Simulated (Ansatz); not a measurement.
Here is the system:

```
CELL_PARAMETERS angstrom
      0.00000     4.59550     4.59550
      4.59550     0.00000     4.59550
      4.59550     4.59550     0.00000
ATOMIC_POSITIONS crystal
  Cd 0.25000 0.25000 0.25000
  Cd 0.00000 0.00000 0.00000
  In 0.12500 0.62500 0.62500
  In 0.62500 0.62500 0.12500
  In 0.62500 0.12500 0.62500
  In 0.62500 0.62500 0.62500
  O  0.86226 0.86226 0.86226
  O  0.83679 0.38774 0.38774
  O  0.86226 0.86226 0.41321
  O  0.38774 0.83679 0.38774
  O  0.41321 0.86226 0.86226
  O  0.38774 0.38774 0.38774
  O  0.86226 0.41321 0.86226
  O  0.38774 0.38774 0.83679
```

Level of theory: PBEsol, rigid bands (plane waves, PAW, scalar-relativistic; Ansatz, a first-principles code). Geometry: cell and atoms relaxed with PBEsol.

Question: What conductivity effective mass do dilute electrons have at 300 K?

Answer: 0.170 mₑ.

Question: And the band gap?

Answer: 0.97 eV at this level; semilocal functionals usually fall short of the measured gap.

Rigid bands, one relaxation time for all states, no polarons. Spin-orbit coupling is left out; where it splits the top of the valence band it changes the hole mass and lowers the gap by about a third of the splitting.

Formula and space group known from diffraction (Crystallography Open Database), not checked to be the room-temperature form: CdIn2O4 (Fd-3m).
